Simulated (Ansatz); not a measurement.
Consider MgO in the rock salt structure (space group Fm-3m, No. 225; a = 4.214 Å).

Modification: the cell is scaled by 1.0374 in all directions; the atoms relax in the strained cell.

Levels (all Ansatz, a quantum-chemistry and plane-wave program, PAW): PBEsol (420 eV, no spin-orbit coupling); r2SCAN (500 eV, no spin-orbit coupling).

The geometry is relaxed with PBEsol.

- PBEsol hole mass: 0.35, 2.2, 2.2 mₑ (at Γ)
- PBEsol gap character: direct at Γ
- PBEsol lowest conduction level above the VBM at special points: Γ 3.64 eV; L 7.08 eV; X 8.74 eV; U 9.38 eV

Q: Predict the hole mass, gap character and lowest conduction level above the VBM at special points from r2SCAN.

A: The hole mass (degenerate bands, along [100]) becomes 0.39, 2.2, 2.2 mₑ (at Γ) (PBEsol: 0.35, 2.2, 2.2 mₑ (at Γ)); the gap character is still direct at Γ; the lowest conduction level above the VBM at special points changes from Γ 3.64 eV; L 7.08 eV; X 8.74 eV; U 9.38 eV to Γ 4.57 eV; L 8.10 eV; X 9.86 eV; U 10.47 eV.

Single points use the geometry relaxed with PBEsol. Masses are band curvatures over ±0.01 Å⁻¹ around the edge. Whether these cells are dynamically stable was not tested. The base started in Pnma and relaxed to Fm-3m at this level.
